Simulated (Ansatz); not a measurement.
Start of a relaxation of Zn(O,S) alloy cell Zn8O5S3 (wurtzite start), prepared with a machine-learned potential:

```xyz
32
Lattice="7.0029 0.0000 0.0000 -3.5015 6.0690 -0.0004 0.0000 -0.0008 11.3897" Properties=species:S:1:pos:R:3 pbc="T T T"
Zn     0.0000     2.2371     0.3357
Zn     0.0000     2.0267     5.2481
Zn    -1.7507     4.8507     0.2390
Zn    -1.7507     5.0543     5.3133
Zn     3.5015     2.2371     0.3357
Zn     3.5015     2.0267     5.2481
Zn     1.7507     4.8507     0.2390
Zn     1.7507     5.0543     5.3133
Zn     1.7507     0.9912     2.7721
Zn     1.7507     1.0204     8.5754
Zn     0.0000     4.0705     2.8152
Zn     0.0000     4.0308     8.8575
Zn     5.2522     0.9912     2.7721
Zn     5.2522     1.0204     8.5754
Zn     3.5015     4.0705     2.8152
Zn     3.5015     4.0308     8.8575
O      0.0000     2.0454     2.3244
S      0.0000     2.0861     7.6088
O     -1.7507     5.0267     2.2367
S     -1.7507     4.9985     7.7130
O      3.5015     2.0454     2.3244
S      3.5015     2.0861     7.6088
O      1.7507     5.0267     2.2368
S      1.7507     4.9985     7.7130
O      1.7507     0.9938     4.7602
S      1.7507     0.9867    10.9233
O      0.0000     4.0603     4.7881
O      0.0000     4.0669    10.9538
O      5.2522     0.9938     4.7602
S      5.2522     0.9867    10.9233
O      3.5015     4.0603     4.7881
O      3.5015     4.0669    10.9538
```

The numbers are results of PBE (plane waves to 420 eV, PAW; Ansatz, a quantum-chemistry and plane-wave program), not measurements. No spin–orbit coupling. Its k-point mesh 4×4×2, Fermi–Dirac width 0.01 eV.

Held fixed: nothing of the cell; free forces relaxed under 0.03 eV/Å.

Question: What does it relax into, and how much energy is released?

Answer: The energy falls by 0.150 eV, and the end has space group Pm, which the start had and the run cannot lower.

```xyz
32
Lattice="7.0054 0.0000 0.0000 -3.5027 6.0624 0.0020 0.0000 0.0038 11.3155" Properties=species:S:1:pos:R:3 pbc="T T T"
Zn     0.0000     2.1933     0.3096
Zn     0.0000     2.0182     5.2398
Zn    -1.7514     4.8995     0.2019
Zn    -1.7514     5.0350     5.3501
Zn     3.5027     2.1933     0.3096
Zn     3.5027     2.0182     5.2398
Zn     1.7514     4.8995     0.2019
Zn     1.7514     5.0350     5.3501
Zn     1.7514     0.9806     2.7476
Zn     1.7514     1.0292     8.4625
Zn     0.0000     4.0687     2.7999
Zn     0.0000     4.0388     8.8474
Zn     5.2541     0.9806     2.7476
Zn     5.2541     1.0292     8.4625
Zn     3.5027     4.0687     2.7999
Zn     3.5027     4.0388     8.8474
O      0.0000     2.0467     2.2986
S      0.0000     2.1059     7.5786
O     -1.7514     5.0113     2.2063
S     -1.7514     4.9899     7.7276
O      3.5027     2.0467     2.2986
S      3.5027     2.1059     7.5786
O      1.7514     5.0113     2.2063
S      1.7514     4.9899     7.7276
O      1.7514     0.9774     4.7440
S      1.7514     1.0201    10.7724
O      0.0000     4.0638     4.7766
O      0.0000     4.0487    10.8645
O      5.2541     0.9774     4.7440
S      5.2541     1.0201    10.7724
O      3.5027     4.0638     4.7766
O      3.5027     4.0487    10.8645
```
